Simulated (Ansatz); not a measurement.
Start from TiC in the rock salt structure (space group Fm-3m, No. 225; a = 4.333 Å; relaxed with 0.1 eV smearing).

Structures relaxed with DFT with PBE, PAW potentials and a 420 eV plane-wave cutoff in Ansatz (a program for electronic structure), no SOC.

Base:

Simulated powder pattern, Cu Kα, λ = 1.54184 Å (kinematic, ideal powder, no thermal factors, no anomalous dispersion; the 8 strongest lines at most, above 2 %, up to 2θ = 90°):

| 2θ (°) | I/Imax (%) | hkl |
|---|---|---|
| 35.90 | 87 | (111) |
| 41.69 | 100 | (200) |
| 60.43 | 57 | (220) |
| 72.32 | 30 | (311) |
| 76.10 | 18 | (222) |

After one change:

Simulated powder pattern, Cu Kα, λ = 1.54184 Å (kinematic, ideal powder, no thermal factors, no anomalous dispersion; the 8 strongest lines at most, above 2 %, up to 2θ = 90°):

| 2θ (°) | I/Imax (%) |
|---|---|
| 36.46 | 87 |
| 42.35 | 100 |
| 61.45 | 56 |
| 73.61 | 30 |
| 77.47 | 18 |

Task: What was done to the base?
A) isotropic strain +2.50 %
B) isotropic strain −1.50 %
C) isotropic strain −0.50 %
D) isotropic strain −2.00 %

Result: B, isotropic strain −1.50 %. Its volume per atom is 9.72 Å³ against 10.17 Å³, and its space group is Fm-3m (No. 225).

No phonon test of stability was made. All final runs are without spin polarisation.
